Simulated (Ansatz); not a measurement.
The starting structures come from a database of crystals and need not be the phases stable at ambient conditions.

The decay constant κ of evanescent states in the gap governs leakage through a thin film.

Input:

```yaml
crystal:
  lattice:
    - [4.52320, 0.00000, 0.00000]
    - [-2.26160, 3.91721, 0.00000]
    - [0.00000, 0.00000, 10.24566]
  atoms:
    - { symbol: Hg, position: [0.65088, 0.00000, 0.00000] }
    - { symbol: Hg, position: [0.00000, 0.65088, 0.33333] }
    - { symbol: Hg, position: [0.34912, 0.34912, 0.66667] }
    - { symbol: Te, position: [0.54394, 0.00000, 0.50000] }
    - { symbol: Te, position: [0.00000, 0.54394, 0.83333] }
    - { symbol: Te, position: [0.45606, 0.45606, 0.16667] }
```

The cell was relaxed by PBE-D3(BJ); by r2SCAN it stands under a pressure of 1.1 GPa.

Transport runs along the normal of the first two printed cell vectors, the (001) plane of the conventional cell.

The gap is the functional's own, uncorrected, and κ follows it; spin-orbit coupling is left out. Mid-gap means the computed energy nearest the middle.

Task: Compute, with r2SCAN run with Ansatz (a program for electronic structure), the band gap and the smallest decay constant κ at mid-gap.

Result: Gap 0.60 eV on a 12×12×4 mesh; κ = 0.110 1/Å, at (0.500, 0.000) of the in-plane reciprocal vectors. At the zone centre the slowest state has κ = 0.13 1/Å.
